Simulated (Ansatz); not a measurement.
We consider BGeCN (model structure, started from the AlSiCN type, P3m1, No. 156, 4 atoms in the cell), described by PBE in Ansatz (plane waves, PAW).

Numerical settings: plane-wave cutoff 520 eV, 12×12×8 k mesh (along the axes of the cell as run), Fermi–Dirac smearing 0.01 eV, scalar-relativistic PAW data made under PBE.

Cell (relaxed at this level):

BCGeN has the trigonal space group P3m1 (No. 156), Pearson symbol hP4. Conventional cell: a = 2.9762 Å, b = 2.9762 Å, c = 4.8183 Å, α = 90.00°, β = 90.00°, γ = 120.00°. B on 1b is surrounded by 1 C at 1.594 Å and 3 N at 1.804 Å (tetrahedral). Ge on 1c is coordinated by 3 C at 1.870 Å and 1 N at 1.936 Å (tetrahedral). C on 1b is surrounded by 1 B at 1.594 Å and 3 Ge at 1.870 Å (tetrahedral). N on 1c is coordinated by 3 B at 1.804 Å and 1 Ge at 1.936 Å (tetrahedral). (Neighbours: up to the widest gap in distance over summed covalent radii, below 1.35, at either atom.)

Q: Estimate the band gap and bulk modulus that the calculation returns.

A: 
- band gap = 2.09 eV (on the SCF k mesh)
- bulk modulus = 220 GPa

Note: the bulk modulus is −V dP/dV from two relaxed cells at ±2 % in volume; the relaxation could raise the start's symmetry but not lower it, so the cell can be a saddle point.

Spin–orbit coupling is not included.

Computed values are for the static lattice.

A model structure was made by putting elements into a prototype or built by hand; it is no filed structure, need not be a known phase, and can be a saddle point held by its symmetry.

Ansatz is a quantum-chemistry and plane-wave program.
